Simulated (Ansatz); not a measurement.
**Ru: stress against strain**

Ru (hcp, P6_3/mmc, 13.327 Å³/atom at rest, c along z) under a strain ε along a direction in the basal plane (axis x), the other axes held. PBEsol in Ansatz, a plane-wave DFT program (PAW, default set), 420 eV, 25×25×14 Γ-centred mesh, Fermi-Dirac smearing 0.10 eV; ions are relaxed within the symmetry of each cell. Stress is positive for a compressed cell.

Here s stands for strain and y for stress xx.

```
strain (%)  stress xx (GPa)
----------  ---------------
-1.50                 10.08
-1.00                  6.57
-0.50                  3.21
0.00                   0.00
0.50                  -3.06
1.00                  -5.98
1.50                  -8.76
3.00                      ?
```

The 7 complete rows are fitted with a straight line, y against s. Means: s 0, y 0.294. About the means, the sum of products is -43.945 and the sum of squares of s is 7.0000; the slope is their ratio. Least squares gives y = 0.294 - 6.2779·s. Residuals (row less fit): 0.369, -0.002, -0.223, -0.294, -0.215, 0.004, 0.363; standard error 0.300 (degrees of freedom: 5). The slope gives the elastic constant C11 = 628 ± 11 GPa.

Question: What does the fit predict for y at s = 3.00, and how far is the calculated value from it?

Answer: y = 0.294 - 6.2779 × 3.0 = -18.540 GPa. The calculation gives -16.32 GPa, 2.220 GPa above the prediction (8.4 % of the range of y in the table). The row lies outside the fitted rows, so this is an extrapolation. From the scatter of the fitted rows alone, a prediction at this place has a standard error of 0.468 GPa, so the miss is 4.7 times that.

One order more, fitted to all 13 runs of the series, follows each within 0.05, so the miss is the next term of a smooth law. In a metal these values are sensitive to mesh and smearing; energies are taken to zero smearing, stresses follow the free energy. Rows are the converged runs of the series near zero and its far end; series whose fitted rows scatter by over a few per cent of the range, as at a crossing or softening among them, aren't shown in this form. Most that stay on the fit to the last digits aren't either.
